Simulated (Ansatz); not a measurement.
**Defect calculation: Ga vacancy + Si on the Ga site in wurtzite GaN**

Method: PBE, PAW (plane waves to 420 eV; Ansatz, a quantum-chemistry and plane-wave program). A 3×2×2 supercell of 96 sites was used; the energies come from a 2×2×2 shifted sampling of its zone. Sites at the start: the Ga site; Ga 3.21 Å away. Finite-size correction: monopole term and site-potential alignment. Dielectric constants: PBE linear response of the host. Host gap at this level: 1.71 eV. These values are not converged in cell size to better than tenths of an eV. Levels are measured in PBE's own, too narrow, gap. Spin–orbit coupling is left out. Each state is the lowest found from its start.

Formation energies E_f are given with the Fermi level at the valence-band maximum. Chemical conditions: Ga-rich (Δμ(Ga) = 0.00 eV, Δμ(Si) = -1.30 eV, bounded by beta Si3N4; only phases computed here count, gases as isolated molecules at 0 K); N-rich (Δμ(Ga) = -0.88 eV, Δμ(Si) = -2.47 eV, bounded by beta Si3N4; only phases computed here count, gases as isolated molecules at 0 K). Reference phases: Ga: alpha gallium, Si: silicon.

```json
[
 {"charge": "0", "moment (μB)": "2.0", "largest move off a lattice site (Å)": "0.33", "image correction with alignment (eV)": "0.00", "E_f, Ga-rich (eV)": "5.59", "E_f, N-rich (eV)": "5.01", "above the lowest spin state (eV)": "0.00"},
 {"charge": "0", "moment (μB)": "not spin-polarised", "largest move off a lattice site (Å)": "0.34", "image correction with alignment (eV)": "0.00", "E_f, Ga-rich (eV)": "5.91", "E_f, N-rich (eV)": "5.32", "above the lowest spin state (eV)": "0.32"},
 {"charge": "−1", "moment (μB)": "1.0", "largest move off a lattice site (Å)": "0.35", "image correction with alignment (eV)": "0.50", "E_f, Ga-rich (eV)": "6.34", "E_f, N-rich (eV)": "5.75", "above the lowest spin state (eV)": "0.00"},
 {"charge": "−1", "moment (μB)": "1.0", "largest move off a lattice site (Å)": "0.35", "image correction with alignment (eV)": "0.50", "E_f, Ga-rich (eV)": "6.34", "E_f, N-rich (eV)": "5.75", "above the lowest spin state (eV)": "0.00"},
 {"charge": "−2", "moment (μB)": "0.0", "largest move off a lattice site (Å)": "0.38", "image correction with alignment (eV)": "1.33", "E_f, Ga-rich (eV)": "7.78", "E_f, N-rich (eV)": "7.19", "above the lowest spin state (eV)": "0.00"},
 {"charge": "−2", "moment (μB)": "not spin-polarised", "largest move off a lattice site (Å)": "0.38", "image correction with alignment (eV)": "1.33", "E_f, Ga-rich (eV)": "7.78", "E_f, N-rich (eV)": "7.19", "above the lowest spin state (eV)": "0.00"}
]
```

Starting moments that weren't kept: charge −1 began with 3 μB and ended with 1.0; charge −2 began with 2 μB and ended with 0.0.

Transition levels above the valence-band maximum: ε(0/−1) = 0.74 eV; ε(−1/−2) = 1.44 eV. On the lower envelope of the bound states, inside the gap: (0/−1) at 0.74 eV; (−1/−2) at 1.44 eV.

Flagged in the runs: a host whose relaxation on this sampling wasn't shown to rest.

All states together cost roughly 9 core-hours.
